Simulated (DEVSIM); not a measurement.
System: Si p-n junction from an implanted or diffused profile, at 300 K.

```
layer (left to right)  material  thickness (μm)  Nd (cm⁻³)  τn (s)  τp (s)
---------------------  --------  --------------  ---------  ------  ------
1                            Si            20.0     6.1e16    4e-6    4e-6
```

Added acceptor profile: 2.3e18 cm⁻³ × exp(−(x − 0.061 μm)²/(2·(0.087 μm)²)). Left contact: ohmic. Right contact: ohmic. Voltage is applied to the left contact. Recombination: SRH at mid-gap, Auger. Mobility is μmin + (μ − μmin)/(1 + (N/Nref)^α).

The device is made up for the run: typed textbook-type constants, with dimensions and the other settings drawn at random. Values at 300 K; Nc and Nv go as T^1.5, mobilities as T to minus their exponent, the gap by Varshni's rule with the affinity fixed.

```csv
parameter,Si
gap (eV),1.124
affinity (eV),4.05
permittivity,11.7
Nc (cm⁻³),2.86e19
Nv (cm⁻³),3.1e19
μn (cm²/Vs),1417
μp (cm²/Vs),470
"μn,min",52
"μp,min",45
"Nref,n",9.7e16
"Nref,p",2.2e17
αn,0.68
αp,0.72
T exponent of μn,2.3
T exponent of μp,2.2
Cn (cm⁶/s),2.8e-31
Cp (cm⁶/s),9.9e-32
Varshni α (eV/K),0.000473
Varshni β (K),636
```

Simulated with DEVSIM: 1D drift-diffusion, Boltzmann statistics, complete ionisation; no tunnelling, impact ionisation, image-force lowering or self-heating.

Base results: dark forward voltage at 1 A/cm² (V) 0.677; potential step across the device at zero bias (V) 0.891; dark forward voltage at 100 A/cm² (V) 0.810.

Question: What follows from this one change: straggle of the profile 0.087 → 0.043 μm?

Answer: dark forward voltage at 1 A/cm² 0.677 → 0.667 V; potential step across the device at zero bias 0.891 → 0.870 V; dark forward voltage at 100 A/cm² 0.810 → 0.801 V.

Question: What follows from this one change: doping Nd of layer 1 6.1e+16 → 1.8e+16 cm^-3?

Answer: dark forward voltage at 1 A/cm² 0.677 → 0.659 V; potential step across the device at zero bias 0.891 → 0.860 V; dark forward voltage at 100 A/cm² 0.810 → 0.802 V.

Question: What follows from this one change: temperature 300 → 400 K?

Answer: dark forward voltage at 1 A/cm² 0.677 → 0.478 V; potential step across the device at zero bias 0.891 → 0.755 V; dark forward voltage at 100 A/cm² 0.810 → 0.662 V.

Question: What follows from this one change: peak of the profile 2.3e+18 → 1.2e+18 cm^-3?

Answer: dark forward voltage at 1 A/cm² 0.677 → 0.658 V; potential step across the device at zero bias 0.891 → 0.873 V; dark forward voltage at 100 A/cm² 0.810 → 0.794 V.

Question: What follows from this one change: thickness of layer 1 20 → 34 μm?

Answer: dark forward voltage at 1 A/cm² little changed (0.680 V); potential step across the device at zero bias little changed (0.891 V); dark forward voltage at 100 A/cm² 0.810 → 0.825 V.

Question: What follows from this one change: constant mobility in place of the doping-dependent one?

Answer: dark forward voltage at 1 A/cm² 0.677 → 0.636 V; potential step across the device at zero bias little changed (0.891 V); dark forward voltage at 100 A/cm² 0.810 → 0.768 V.
